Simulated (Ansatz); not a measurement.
Start from Ti in the hcp (Mg type) structure (space group P6_3/mmc, No. 194; a = 2.8644 Å, c = 4.5373 Å; relaxed with 0.1 eV smearing). Axes: x lies along a and z along c of the hexagonal cell.

Calculations: LDA (Ansatz, a first-principles code, PAW, without spin-orbit coupling).

The change: uniaxial strain ε_xx = +3.00 %, all other strain components held at zero, atoms relaxed at fixed cell.

### Question
Predict the stress tensor and what it implies for the stiffness.

### Answer
Stress of the strained cell less that of the base (GPa, compression positive):
```
   -4.6     0.0     0.0
    0.0    -3.2     0.0
    0.0     0.0    -2.8
```

Then −Δσ_ii/ε with ε = 0.0300 gives secant stiffness values (nonlinear terms included at this strain): C11 ≈ 152 GPa, C12 ≈ 107 GPa and C13 ≈ 93 GPa.

As a check, the harmonic strain energy −½ V₀ Δσ:ε is 6.9 meV/atom; the computed energy rise is 7.2 meV/atom.

Whether these cells are dynamically stable was not tested. The final runs are not spin-polarised.
